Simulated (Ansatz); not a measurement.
Data:

```
MgO
1.0
    0.00000     2.02432     2.02432
    2.02432     0.00000     2.02432
    2.02432     2.02432     0.00000
O Mg
1 1
Direct
  0.00000   0.00000   0.00000
  0.50000   0.50000   0.50000
```

No spin polarisation.

A single point on MgO with a change (pressure 30 GPa), its geometry relaxed with PBE.

Method: r2SCAN (Ansatz, a program for electronic structure, PAW, no spin-orbit coupling). k-mesh 13×13×13 (Γ-centred); smearing 0.05 eV (Fermi–Dirac).

Problem. Predict the gap character, electron mass and pressure.

Solution. The gap character comes out as direct at Γ and the electron mass is 0.40 mₑ (at Γ). The pressure is 23.81 GPa.

Single points use the geometry relaxed with PBE. Load acts through the strain it causes; cell and atoms are relaxed under it. Effective masses come from finite differences of ±0.01 Å⁻¹. No phonon test of stability was made. No other phases were tried under pressure. The cell was made from MgO in the rock salt structure (space group Fm-3m, No. 225) by this change: pressure 30 GPa.
